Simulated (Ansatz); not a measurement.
The starting structures come from a database of crystals and need not be the phases stable at ambient conditions.

By PBEsol, the system below comes out a metal.

Without scattering a metal conducts by its projected Fermi surface.

Data:

```
CELL_PARAMETERS angstrom
      4.53480     0.00000     0.00000
     -2.26740     3.92725     0.00000
      0.00000     0.00000     6.31890
ATOMIC_POSITIONS crystal
  V  0.50000 0.50000 0.16667
  V  0.00000 0.50000 0.50000
  V  0.50000 0.00000 0.83333
  Si 0.32499 0.16250 0.50000
  Si 0.16250 0.32499 0.83333
  Si 0.83751 0.16250 0.16667
  Si 0.67501 0.83751 0.50000
  Si 0.83751 0.67501 0.83333
  Si 0.16250 0.83751 0.16667
```

The cell is taken as given; by PBEsol it stands under a pressure of -0.8 GPa.

The current flows along the normal of the first two printed cell vectors, the (001) plane of the conventional cell. No spin-orbit coupling; the value is a mean over 0.1 eV about the Fermi level.

Predict the ballistic conductance per area from PBEsol (Ansatz, a quantum-chemistry and plane-wave program).

0.43 × 10¹⁵ S/m² for both spins.
